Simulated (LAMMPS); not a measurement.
LAMMPS 22 Jul 2025, classical MD, SNAP (Si_Zuo_JPCA2020.snapcoeff): Si, 1000 atoms.

* **task**: MD, nve
* **potential**: SNAP, Si_Zuo_JPCA2020.snapcoeff Si_Zuo_JPCA2020.snapparam
* **copies of the repeat unit**: 5×5×5
* **shape (slab and sphere leave vacuum in the box)**: bulk
* **steps**: 400
* **timestep**: 1 fs
* **thermo**: 50
* **newton**: on (default)
* **atom_modify sort (bins of 2 Å where set)**: 1000 (default)
* **comm_style**: brick (default)
* **box**: 27.2 × 27.2 × 27.2 Å
* **start**: generated diamond lattice, warmed in an untimed run

All runs start from one configuration, warmed at this fixed volume for 300 steps under a thermostat at 100 K. The run at a skin of 2 Å has a mean temperature of 100 K and a mean pressure of 2.3 GPa.

Single runs; times are not shown.

With neigh_modify every 1 delay 0 check yes, skins of 0.1, 0.3, 0.5, 1, 1.5, 2, 3 Å were run. Further schedules:
- skin 0.3 Å, every 20 delay 0 check no
- skin 2 Å, every 20 delay 0 check no
- skin 1 Å, every 10 delay 0 check yes
- skin 1 Å, every 20 delay 0 check no
- skin 2 Å, every 10 delay 0 check yes
- skin 2 Å, every 100 delay 0 check no
- skin 2 Å, every 1 delay 10 check yes

A schedule rebuilds too seldom if it shows a dangerous build, rebuilds less often than the check at every step does at that skin, or fails.

Q: Which schedules can miss pairs here, and how do rebuilds depend on the skin?

A: With the check at every step the rebuilds are 52 at 0.1 Å, 17 at 0.3 Å, 7 at 0.5 Å, 0 at 1 Å, 0 at 1.5 Å, 0 at 2 Å, 0 at 3 Å. No further schedule rebuilds too seldom in this run.

| setting | rebuilds | dangerous builds | list entries an atom | change of the total energy (meV/atom) |
|---|---|---|---|---|
| skin 0.1 Å, every 1 delay 0 check yes | 52 | — | 28.0 | under 0.001 |
| skin 0.3 Å, every 1 delay 0 check yes | 17 | — | 28.0 | under 0.001 |
| skin 0.5 Å, every 1 delay 0 check yes | 7 | — | 29.8 | under 0.001 |
| skin 1 Å, every 1 delay 0 check yes | 0 | — | 38.4 | under 0.001 |
| skin 1.5 Å, every 1 delay 0 check yes | 0 | — | 46.0 | under 0.001 |
| skin 2 Å, every 1 delay 0 check yes | 0 | — | 70.1 | under 0.001 |
| skin 3 Å, every 1 delay 0 check yes | 0 | — | 98.2 | under 0.001 |
| skin 0.3 Å, every 20 delay 0 check no | 20 | not counted | 28.0 | under 0.001 |
| skin 2 Å, every 20 delay 0 check no | 20 | not counted | 70.1 | under 0.001 |
| skin 1 Å, every 10 delay 0 check yes | 0 | 0 | 38.4 | under 0.001 |
| skin 1 Å, every 20 delay 0 check no | 20 | not counted | 38.3 | under 0.001 |
| skin 2 Å, every 10 delay 0 check yes | 0 | 0 | 70.1 | under 0.001 |
| skin 2 Å, every 100 delay 0 check no | 4 | not counted | 70.1 | under 0.001 |
| skin 2 Å, every 1 delay 10 check yes | 0 | 0 | 70.1 | under 0.001 |

List entries are as LAMMPS prints them (Ave neighs/atom).
